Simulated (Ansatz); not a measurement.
**Step by step: formation energy of NaF (rock salt, Fm-3m) from the elements**

Subject: the formation energy of NaF (rock salt, Fm-3m) from the elements. Reaction: Na (bcc) + 1/2 F2 (gas) → NaF (rock salt). The sign is products less reactants. The value is per atom of the solid.

NaF (rock salt, Fm-3m), 2 atoms in the cell. Conventional cell: a = b = c = 4.7003 Å, α = β = γ = 90.00°.

Ansatz (a quantum-chemistry and plane-wave program) with PAW potentials; structures come from PBE relaxations, nuclei static, no net charge. Ansatz runs with its PAW set soft_1. Other levels take these structures. The lattices are those relaxed with PBE, so at other levels the solids can be strained, which adds to the spread. Space groups of crystals are read within 0.01 Å.

Total energies of the cells in eV, at zero smearing width. They compare only within one column; the weights balance every element.

```csv
cell,atoms,weight,PBE+D3(BJ),PBEsol
NaF (rock salt),2,+2,-2297.76768,-2278.91911
Na (bcc),1,−2,-1486.57031,-1475.86909
F2 (gas),2,−1,-1611.20569,-1595.29681
```

PBE+D3(BJ): 2 × (-2297.76768) − 2 × (-1486.57031) − (-1611.20569) = -11.189 eV; dividing by 4 atoms gives -2.80 eV/atom.

PBEsol: 2 × (-2278.91911) − 2 × (-1475.86909) − (-1595.29681) = -10.803 eV; dividing by 4 atoms gives -2.70 eV/atom.

What follows from the PBE+D3(BJ) value: A formula unit of NaF has 2 atoms, so it forms with -2.7973 × 2 = -5.595 eV, or -539.8 kJ/mol at 96.485 kJ/mol per eV.
